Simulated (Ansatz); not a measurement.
C interstitial in beta Si3N4 (start: void with 6N6Si nearest; 84-site cell, 2×2×2 shifted sampling). The numbers are results of PBE, PAW (plane waves to 420 eV; Ansatz, a first-principles code), not measurements. Total energies of the localised charge states, counted from that of charge +1, and their image corrections (point charge with alignment); the host's valence-band maximum lies at 8.028 eV on the cells' energy zero and its gap is 4.25 eV.

| charge | moment (μB) | E − E(first) (eV) | correction (eV) |
|---|---|---|---|
| +1 | 1.0 | 0.000 | 0.305 |
| 0 | 0.0 | 9.622 | 0.000 |

Derive the transition levels above the valence-band maximum and say which of them are thermodynamic.

A level is the Fermi energy at which two charges have equal formation energy: ε(q/q′) = [E(q′) + corr(q′) − E(q) − corr(q)] / (q − q′) − E_VBM.
ε(+1/0) = [(9.622 + 0.000) − (0.000 + 0.305)] / 1 − 8.028 = 1.29 eV
Thermodynamic levels at least 0.1 eV inside the gap: (+1/0) at 1.29 eV. They hold to tenths of an eV in this cell. Charges with a result: +3, +2, +1, 0. Others weren't obtained, and one of them could lie lower, also by skipping a charge. Charge +3 has its level within 0.1 eV of a band edge or past it. Charge +2 has its level within 0.1 eV of a band edge or past it. The geometries come from one start. Flagged in the runs: a doubtful potential alignment, a host whose relaxation on this sampling wasn't shown to rest.
